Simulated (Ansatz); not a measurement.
The starting structures come from a database of crystals and need not be the phases stable at ambient conditions.

 Where the default PAW files enter, the runs use the earlier of Ansatz's two default sets.

Crystal: CsI (Fm-3m, rock salt, not sure to be the ambient phase, 2 atoms a cell, 59.6 Å³ an atom); planes in its conventional cell.

All values below come from r2SCAN (plane waves, PAW; Ansatz, a first-principles code).

No gap correction and no spin-orbit coupling; mid-gap values are interpolated between computed energies.

```json
[
 {"plane": "(001)", "area of the cell (Å²)": "30.5", "mid-gap κ (1/Å)": "0.30", "largest κ in the gap (1/Å)": "0.30"},
 {"plane": "(111)", "area of the cell (Å²)": "26.4", "mid-gap κ (1/Å)": "[?]", "largest κ in the gap (1/Å)": "[?]"}
]
```

### Question
The slowest decay depends on the direction. Supply the withheld values.

### Answer

- (111), mid-gap κ (1/Å): 0.36
- (111), largest κ in the gap (1/Å): 0.37
